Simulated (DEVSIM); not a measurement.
## abrupt Si n-p junction

Device: abrupt Si n-p junction, at 300 K.

```csv
layer (left to right),material,thickness (μm),Nd (cm⁻³),Na (cm⁻³),τn (s),τp (s)
1,Si,50.0,4.2e16,-,4.4e-5,4.4e-5
2,Si,65.0,-,9.3e16,4.4e-5,4.4e-5
```

Left contact: ohmic. Right contact: ohmic. Voltage is applied to the left contact. Recombination: SRH at mid-gap, radiative, Auger. Mobility is constant in doping.

This is a model device: material constants are rounded textbook-type values typed into the input, and sizes, dopings and lifetimes were drawn at random. Values at 300 K.

```
parameter           Si
-------------  -------
gap (eV)         1.124
affinity (eV)     4.05
permittivity      11.7
Nc (cm⁻³)      2.86e19
Nv (cm⁻³)       3.1e19
μn (cm²/Vs)       1417
μp (cm²/Vs)        470
B (cm³/s)      4.7e-15
Cn (cm⁶/s)     2.8e-31
Cp (cm⁶/s)     9.9e-32
```

Model (solved in DEVSIM): 1D drift-diffusion, Boltzmann statistics, complete ionisation; no tunnelling, impact ionisation, image-force lowering or self-heating.

```json
{
  "potential_step_across_the_device_at_zero_bias": "0.805 V",
  "largest_field_in_the_device_at_zero_bias": "82000 V/cm",
  "Dark forward voltage at 1 A/cm²": "0.694 V",
  "Dark forward voltage at 100 A/cm²": "0.862 V"
}
```

Dark reverse current:

| V (V) | J (A/cm²) |
|---|---|
| 0.04 | 2.0e-11 |
| 0.10 | 3.8e-11 |
| 0.20 | 6.2e-11 |
| 0.30 | 8.4e-11 |
| 0.40 | 1.0e-10 |
| 0.60 | 1.4e-10 |
| 0.80 | 1.8e-10 |
| 1.00 | 2.1e-10 |
| 1.30 | 2.5e-10 |
| 1.60 | 3.0e-10 |
| 2.00 | 3.5e-10 |

Dark forward current:

(V (V), J (A/cm²)): (-0.05, -5.7e-11); (-0.10, -2.6e-10); (-0.15, -1.2e-9); (-0.20, -6.4e-9); (-0.25, -3.9e-8); (-0.30, -2.6e-7); (-0.35, -1.7e-6); (-0.40, -1.2e-5); (-0.45, -8.1e-5); (-0.50, -0.00056); (-0.55, -0.0039); (-0.60, -0.027); (-0.65, -0.18); (-0.70, -1.2); (-0.75, -7.3); (-0.80, -30); (-0.85, -83); (-0.90, -170); (-0.95, -300); (-1.00, -470); (-1.05, -680); (-1.10, -930); (-1.15, -1200); (-1.20, -1500); (-1.25, -1900); (-1.30, -2300)
